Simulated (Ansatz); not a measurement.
Consider LiNbO3 (space group R3c, No. 161).

```
LiNbO3
1.0
    2.56733     1.48225     4.60804
   -2.56733     1.48225     4.60804
    0.00000    -2.96450     4.60804
Li Nb O
2 2 6
Direct
  0.28078   0.28078   0.28078
  0.78078   0.78078   0.78078
  0.99839   0.99839   0.99839
  0.49839   0.49839   0.49839
  0.10932   0.35998   0.71863
  0.71863   0.10932   0.35998
  0.35998   0.71863   0.10932
  0.21863   0.85998   0.60932
  0.85998   0.60932   0.21863
  0.60932   0.21863   0.85998
```

Cartesian axes are those of the cell as printed.

Calculations: DFT with PBEsol, PAW potentials and a 420 eV plane-wave cutoff in Ansatz (a program for electronic structure), no spin-orbit coupling.

Base values:

| Item | Value |
|---|---|
| Volume per atom | 10.52 Å³ |

It is then changed as follows: biaxial strain −0.75 %, plane normal [001], relaxed out of plane (Cartesian); in-plane vectors clamped, the third vector and the atoms free.

Q: How does this affect the in-plane stress?

A: The mean in-plane stress (compression positive) is +1.7 GPa.

Q: Predict the new energy relative to the base.

A: The energy increases by 0.8 meV/atom.

Q: What does the calculation give for the volume per atom after the change?

A: The volume per atom drops by 0.11 Å³ (10.52 Å³ → 10.41 Å³).

Stability against distortions was not tested.
